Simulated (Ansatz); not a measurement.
Pressure series in NbAs

Take NbAs (space group I4_1md, No. 109; a = 3.4581 Å, c = 11.7643 Å) as the base.

Cell and atoms are relaxed at each pressure.

Method: Kohn–Sham DFT with the r2SCAN functional, run in Ansatz (a program for electronic structure) with PAW and 500 eV plane waves, no spin-orbit coupling.

```tsv
pressure (GPa)	volume per atom (Å³/atom)
0	17.585
0.3	17.554
0.7	?
1.5	17.434
3	17.288
5	17.103
```

Problem. Fit the third-order Birch–Murnaghan form P(V) = (3B₀/2)[(V₀/V)^(7/3) − (V₀/V)^(5/3)]·[1 + (3/4)(B₀′ − 4)((V₀/V)^(2/3) − 1)] (squares taken in P) to the rows shown and predict the withheld row.

Solution. Least squares on the printed values gives V₀ = 17.585 Å³/atom, B₀ = 171 GPa, B₀′ = 3.7; this predicts 17.514 Å³/atom, and the run gives 17.513 Å³/atom, in agreement.

Load acts through the strain it causes; cell and atoms are relaxed under it. Whether these cells are dynamically stable was not tested. No other phases were tried under pressure. The final runs are not spin-polarised.
